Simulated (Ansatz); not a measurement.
Reference: Cd2SeS (P3m1), PBEsol, rigid bands (plane waves, PAW, scalar-relativistic; Ansatz, a quantum-chemistry and plane-wave program); axes and stresses refer to this cell.

```
CELL_PARAMETERS angstrom
      4.20951     0.00000     0.00000
     -2.10476     3.64554     0.00000
      0.00000     0.00000     6.87382
ATOMIC_POSITIONS crystal
  Cd 0.00000 0.00000 0.48876
  Cd 0.33333 0.66667 0.01075
  Se 0.33333 0.66667 0.62685
  S  0.00000 0.00000 0.12163
```

The hole conductivity mass comes out as 0.96 mₑ. The band gap is 0.67 eV and the hole mass along x is 0.77 mₑ.

Question: Change: functional r2SCAN on the same cell. What happens to hole conductivity mass, band gap, hole mass along x?

Answer: hole conductivity mass moves little, to 0.98 mₑ; band gap increases to 1.27 eV; hole mass along x moves little, to 0.77 mₑ.

Masses are for dilute carriers at 300 K, harmonic means over directions unless an axis is named. Spin-orbit coupling is left out unless a row names it; without it hole values are far off for these elements. 

Computed structure with no diffraction record at hand here (it may be known, metastable or hypothetical): Cd2SeS (P3m1).
